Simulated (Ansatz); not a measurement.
The starting structures come from a database of crystals and need not be the phases stable at ambient conditions.

# Evanescent states of Ba2NCl (R-3m, not sure to be the ambient phase, 4 atoms a cell, 28.3 Å³ an atom) along the normal of (110)

Computed with r2SCAN (plane waves, PAW; Ansatz, a quantum-chemistry and plane-wave program).

The gap is the functional's own, uncorrected, and κ follows it; spin-orbit coupling is left out. Mid-gap values are interpolated between the computed energies.

Energies count from the valence-band top; κ is the least over a 6×4 mesh across the current.

```json
[
 {"E (eV)": "0.04", "κ (1/Å)": "0.115", "where": "off Γ"},
 {"E (eV)": "0.12", "κ (1/Å)": "0.194", "where": "off Γ"},
 {"E (eV)": "0.20", "κ (1/Å)": "0.243", "where": "off Γ"},
 {"E (eV)": "0.28", "κ (1/Å)": "0.272", "where": "Γ"},
 {"E (eV)": "0.36", "κ (1/Å)": "0.273", "where": "Γ"},
 {"E (eV)": "0.44", "κ (1/Å)": "0.273", "where": "Γ"},
 {"E (eV)": "0.52", "κ (1/Å)": "0.272", "where": "Γ"},
 {"E (eV)": "0.60", "κ (1/Å)": "0.260", "where": "Γ"},
 {"E (eV)": "0.68", "κ (1/Å)": "0.246", "where": "Γ"},
 {"E (eV)": "0.76", "κ (1/Å)": "0.231", "where": "Γ"},
 {"E (eV)": "0.84", "κ (1/Å)": "0.214", "where": "Γ"},
 {"E (eV)": "0.92", "κ (1/Å)": "0.194", "where": "Γ"},
 {"E (eV)": "1.00", "κ (1/Å)": "0.172", "where": "Γ"},
 {"E (eV)": "1.08", "κ (1/Å)": "0.147", "where": "Γ"},
 {"E (eV)": "1.16", "κ (1/Å)": "0.114", "where": "Γ"},
 {"E (eV)": "1.24", "κ (1/Å)": "0.067", "where": "Γ"}
]
```

Q: How thick must the barrier be to attenuate the transmission by 10^8 when the electrodes' Fermi level lies at 0.68 eV, and what attenuation does that film give at 0.20 eV?

A: d = 8 ln 10 / (2 × 0.246) = 37.4 Å. At 0.20 eV it gives 8 × 0.243/0.246 = 7.9 decades.
